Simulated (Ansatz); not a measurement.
```xyz
8
Lattice="15.5000 0.0000 0.0000 0.0000 15.5000 0.0000 0.0000 0.0000 6.4066" Properties=species:S:1:pos:R:3 pbc="T T T"
K      9.9652     7.7500     0.0000
Br     7.7500    10.1412     0.0000
K      5.5348     7.7500     0.0000
Br     7.7500     5.3588     0.0000
Br    10.1412     7.7500     3.2033
K      7.7500     9.9652     3.2033
Br     5.3588     7.7500     3.2033
K      7.7500     5.5348     3.2033
```

Computed with PBE (plane waves to 420 eV, PAW; Ansatz, a quantum-chemistry and plane-wave program). Mesh 1×1×48. No spin polarisation. One-dimensional cell, images about 11 Å apart. A hypothetical model. Only distortions within the start's symmetry and period were free. Values not marked SOC lack spin–orbit coupling.

Problem. Tabulate the two highest filled and two lowest empty levels along the axis, from the valence top.

Solution. 
```json
[
 {"k (2π/c)": "0.000", "v2 (eV)": "-0.03", "v1 (eV)": "0.00", "c1 (eV)": "4.54", "c2 (eV)": "–"},
 {"k (2π/c)": "0.042", "v2 (eV)": "-0.04", "v1 (eV)": "0.00", "c1 (eV)": "4.55", "c2 (eV)": "–"},
 {"k (2π/c)": "0.083", "v2 (eV)": "-0.05", "v1 (eV)": "-0.01", "c1 (eV)": "4.58", "c2 (eV)": "–"},
 {"k (2π/c)": "0.125", "v2 (eV)": "-0.06", "v1 (eV)": "-0.02", "c1 (eV)": "4.63", "c2 (eV)": "–"},
 {"k (2π/c)": "0.167", "v2 (eV)": "-0.06", "v1 (eV)": "-0.03", "c1 (eV)": "4.70", "c2 (eV)": "–"},
 {"k (2π/c)": "0.208", "v2 (eV)": "-0.06", "v1 (eV)": "-0.04", "c1 (eV)": "4.78", "c2 (eV)": "–"},
 {"k (2π/c)": "0.250", "v2 (eV)": "-0.07", "v1 (eV)": "-0.06", "c1 (eV)": "4.88", "c2 (eV)": "–"},
 {"k (2π/c)": "0.292", "v2 (eV)": "-0.07", "v1 (eV)": "-0.07", "c1 (eV)": "4.99", "c2 (eV)": "–"},
 {"k (2π/c)": "0.333", "v2 (eV)": "-0.08", "v1 (eV)": "-0.08", "c1 (eV)": "–", "c2 (eV)": "–"},
 {"k (2π/c)": "0.375", "v2 (eV)": "-0.08", "v1 (eV)": "-0.08", "c1 (eV)": "–", "c2 (eV)": "–"},
 {"k (2π/c)": "0.417", "v2 (eV)": "-0.09", "v1 (eV)": "-0.09", "c1 (eV)": "–", "c2 (eV)": "–"},
 {"k (2π/c)": "0.458", "v2 (eV)": "-0.09", "v1 (eV)": "-0.09", "c1 (eV)": "–", "c2 (eV)": "–"},
 {"k (2π/c)": "0.500", "v2 (eV)": "-0.10", "v1 (eV)": "-0.10", "c1 (eV)": "–", "c2 (eV)": "–"}
]
```
A dash stands for levels within 1 eV of the vacuum level or above it.
